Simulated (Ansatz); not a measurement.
**Effect of tensor shear ε_xy = +0.44 % on Ir**

Start from Ir in the fcc (Cu type) structure (space group Fm-3m, No. 225; a = 3.830 Å). Axes: x, y, z lie along the cube axes.

One thing is altered: tensor shear ε_xy = +0.44 % (engineering shear γ = 0.0088); the atoms relax in the strained cell.

The values are results of PBEsol (Ansatz, a quantum-chemistry and plane-wave program, PAW, no spin-orbit coupling), not measurements. Γ-centred 21×21×21 mesh, Fermi–Dirac width 0.05 eV.

```tsv
quantity	base	changed	shift
space group	Fm-3m (No. 225)	Immm (No. 71)	–
shortest interatomic distance	2.709 Å	2.697 Å	-0.012 Å
energy relative to the base (free energy F)	0 meV/atom	+0.9 meV/atom	+0.9 meV/atom
band gap	zero	zero	–
stress (xx, yy, zz, yz, xz, xy; compression positive) (rough)	–	(0.1, 0.1, 0.0, 0.0, 0.0, -2.4) GPa	–
```

Final structure:

```
CELL_PARAMETERS angstrom
      0.00843     1.91524     1.91524
      1.91524     0.00843     1.91524
      1.92367     1.92367     0.00000
ATOMIC_POSITIONS crystal
  Ir 0.00000 0.00000 0.00000
```

Without a gap, meshes like the base's 21×21×21 leave anisotropic stresses uncertain by several tenths of a GPa, and small strain energies with them. No phonon test of stability was made. The final runs are not spin-polarised.
